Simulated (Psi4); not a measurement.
Psi4 1.11, B3LYP/def2-svp: V(O)(OH)2(Me) ([CH3][V](=[O])([OH])[OH]), 10 atoms. The geometry is a generated start, not checked to be a minimum at this level.

```yaml
task: energy
method: b3lyp
basis: def2-svp
memory: 3 GB
maxiter: 100
keys_of_the_molecule_block: symmetry c1
scf_type: df (default)
guess: auto, which took SAD (default)
scf_initial_accelerator: adiis (default)
e_convergence: 1e-06 (default)
d_convergence: 1e-06 (default)
dft_radial_points: 75 (default)
dft_spherical_points: 302 (default)
basis_functions: 112
grid_points: 216233
```

```xyz
10

V      0.6154     0.5518    -0.0791
O      1.6451    -0.1639    -0.9321
O      0.9662     0.5251     1.4841
H      1.3803     0.4072     2.3396
O     -0.3103     1.5672    -0.9004
H     -0.7483     2.1595    -1.5129
C     -0.7085    -1.0506    -0.0994
H     -0.4940    -1.7100    -0.9398
H     -1.7281    -0.6685    -0.1888
H     -0.6177    -1.6178     0.8288
```

Charge 0 and multiplicity 1 are set for this test and not shown to be the ground state.

One run each on 2 threads. Values of diis_max_vecs tried: 3, 6, 10 (default), 20.

Question: How does the count of SCF iterations change with diis_max_vecs, and where is it least?

Answer: Fewest SCF iterations, within one of each other: 6 with 10, 10 (default) with 11, 20 with 11. The count rises to 61 at 3. All converge to one solution.

```csv
diis_max_vecs,SCF iterations,end
3,61,same solution
6,10,same solution
10 (default),11,same solution
20,11,same solution
```
